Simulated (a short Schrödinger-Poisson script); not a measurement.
Stack: MOS inversion layer, SiO2 on p-type Si(100), at 300 K.

From the gate side: 2.8 nm SiO2; 840 nm Si, acceptors 2.6e17 cm⁻³.

The device is made up for the run: typed textbook-type constants, with dimensions and the other settings drawn at random. SiO2: permittivity 3.9, conduction-band edge (eV) 3.15, gap (eV) 9, electron mass (mₑ) 0.5. Si: permittivity 11.7, conduction-band edge (eV) 0, gap (eV) 1.124, Nv at 300 K (cm⁻³) 3.1e19.

Channel valleys (confinement mass, in-plane density-of-states mass, number): Δ2 0.916, 0.19, 2; Δ4 0.19, 0.417, 4. At the gate the conduction-band edge of layer 1 lies 3.66 eV − eVg above the Fermi level of the channel; the field vanishes at the back. Gaps are held at their typed values at every temperature. Mesh 0.03 nm at interfaces.

Solved with a short Schrödinger-Poisson script written for these runs: 1D Poisson equation in equilibrium, electrons quantum, Hartree (BenDaniel-Duke, 12 states a valley, the channel's in-plane mass for all, wave functions ending at the dielectric), parabolic valleys, classical holes, full ionisation, no traps, pinning or gate leakage.

| Vg (V) | electrons (cm⁻²) | C (μF/cm²) | Δ2 E0 (meV from the Fermi level) | Δ4 E0 (meV from the Fermi level) |
|---|---|---|---|---|
| 0.6 | 3.41e9 | 0.157 | 199.9 | 247.5 |
| 0.7 | 6.70e10 | 0.365 | 121.9 | 171.5 |
| 0.8 | 3.77e11 | 0.727 | 75.4 | 128.0 |
| 0.9 | 8.67e11 | 0.874 | 51.9 | 107.9 |
| 1 | 1.43e12 | 0.939 | 36.8 | 96.3 |
| 1.1 | 2.02e12 | 0.975 | 25.7 | 88.6 |
| 1.2 | 2.63e12 | 0.999 | 16.7 | 82.8 |
| 1.3 | 3.26e12 | 1.02 | 9.1 | 78.3 |
| 1.4 | 3.90e12 | 1.03 | 2.3 | 74.5 |
| 1.5 | 4.54e12 | 1.04 | -3.8 | 71.4 |
| 1.6 | 5.19e12 | 1.05 | -9.3 | 68.6 |
| 1.7 | 5.84e12 | 1.05 | -14.5 | 66.1 |
| 1.8 | 6.50e12 | 1.06 | -19.5 | 63.9 |
| 1.9 | 7.17e12 | 1.06 | -24.1 | 61.9 |
| 2 | 7.83e12 | 1.07 | -28.6 | 59.9 |
| 2.1 | 8.50e12 | 1.07 | -32.9 | 58.2 |
| 2.2 | 9.17e12 | 1.08 | -37.1 | 56.5 |

Gate voltages with under 1e9 electrons/cm² are left out.

### Question
At Vg = 2.2 V the lowest Δ2 subband lies at -37.1 meV from the Fermi level. How many electrons does it hold, and what share of all?

### Answer
The two-dimensional density of states is g m/(πħ²) = 1.59e11 cm⁻² meV⁻¹ (both spins), kT = 25.9 meV, so n = D kT ln(1 + exp(−E/kT)) = 6.77e12 cm⁻², 0.74 of the 9.17e12 cm⁻² in all.

### Question
Compare the slope of the sheet density between 2 and 2.2 V with the geometric capacitance of the layers between gate and channel.

### Answer
q Δn/ΔV = 1.07 μF/cm²; ε0/Σ(t/ε) = 1.23 μF/cm². The ratio is 0.87: the channel acts as a further capacitance in series.
